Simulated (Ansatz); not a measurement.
The starting structures come from a database of crystals and need not be the phases stable at ambient conditions.

 Where the default PAW files enter, the runs use the earlier of Ansatz's two default sets.

Inside the gap of an insulator the Bloch states are evanescent, with a wavenumber k + iκ along the transport direction.

Here is the system:

```
AlGaN2
1.0
    5.09689     0.00000     0.00000
    0.00000     5.44778     0.00000
    0.00000     2.72389     1.57264
Al Ga N
1 1 2
Direct
  0.00074   0.00000   0.00000
  0.50283   0.33333   0.00000
  0.88820   0.33333   0.00000
  0.37184   0.00000   0.00000
```

Space group of this cell: P3m1. The cell is taken as given.

Transport runs along the normal of the first two printed cell vectors, the (110) plane of the conventional cell.

No gap correction and no spin-orbit coupling; mid-gap values are interpolated between computed energies.

Q: Compute, with r2SCAN (Ansatz, a program for electronic structure), the band gap and the smallest decay constant κ at mid-gap.

A: Gap 3.37 eV on a 6×18×18 mesh; κ = 0.221 1/Å, at the zone centre.
